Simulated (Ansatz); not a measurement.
Start from ZnGeP2 in the chalcopyrite structure (space group I-42d, No. 122; a = 5.424 Å, c = 10.709 Å). Axes: x, y, z lie along a, b, c of the conventional cell.

Calculations: PBEsol, PAW, 420 eV (Ansatz, a first-principles code; no spin-orbit coupling).

Strains are applied to the cell and any free atomic positions relax; under stress the whole cell relaxes.

One change was made to it. Results:

```csv
quantity,base,after
"valence-band top at Γ (three highest levels, from the VBM)","0.00, -0.07, -0.07 eV","0.00, -0.28, -0.55 eV"
shortest interatomic distance,233.4 pm,231.3 pm
band gap,1.07 eV,0.58 eV
```

Q: Name the change that was made.
(A) uniaxial stress, 5 GPa compression along z
(B) strain tensor (xx, yy, zz, yz, xz, xy) = (−0.29, +0.98, +1.12, +0.21, +0.15, −0.09) %
(C) uniaxial strain ε_xx = −1.44 %
(D) tensor shear ε_xy = +3.60 %

A: D, tensor shear ε_xy = +3.60 %. For comparison, the band gap in the other runs: uniaxial strain ε_xx = −1.44 % gives 1.01 eV; strain tensor (xx, yy, zz, yz, xz, xy) = (−0.29, +0.98, +1.12, +0.21, +0.15, −0.09) % gives 1.06 eV; uniaxial stress, 5 GPa compression along z gives 0.49 eV.

Stability under load was not tested beyond the relaxation.
